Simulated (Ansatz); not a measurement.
Si (C2/m, No. 12, 8 atoms in the cell; start mp-1079297; another form than the element's usual one), treated with LDA (PAW; Ansatz, a program for electronic structure).

Numerical settings: plane-wave cutoff 520 eV, 10×10×6 k mesh (along the axes of the cell as run), Fermi–Dirac smearing 0.01 eV, scalar-relativistic PAW data made under PBE.

Cell (relaxed with PBEsol):

```cif
data_Si8
_chemical_formula_sum 'Si8'
_space_group_name_H-M_alt 'P 1'
_space_group_IT_number 1
_cell_length_a 7.16371
_cell_length_b 7.16371
_cell_length_c 6.32663
_cell_angle_alpha 96.516
_cell_angle_beta 96.516
_cell_angle_gamma 31.089
loop_
_space_group_symop_operation_xyz
  'x, y, z'
loop_
_atom_site_label
_atom_site_type_symbol
_atom_site_fract_x
_atom_site_fract_y
_atom_site_fract_z
_atom_site_occupancy
Si1 Si 0.05532 0.05532 0.87337 1
Si2 Si 0.94468 0.94468 0.12663 1
Si3 Si 0.55908 0.55908 0.65330 1
Si4 Si 0.44092 0.44092 0.34670 1
Si5 Si 0.21255 0.21255 0.05704 1
Si6 Si 0.78745 0.78745 0.94296 1
Si7 Si 0.72703 0.72703 0.58571 1
Si8 Si 0.27297 0.27297 0.41429 1
```

Task: What does this level give for the band gap and smallest direct gap on the k points sampled?

Result: 
- band gap: 0.15 eV (indirect)
- smallest direct gap on the k points sampled: 0.43 eV

Note: cell and atoms aren't relaxed at this level (largest force component 0.04 eV/Å, pressure -1.6 GPa).

Static lattice: no zero-point or thermal effects.

A start named mp-… is a Materials Project structure, which need not be a measured phase.
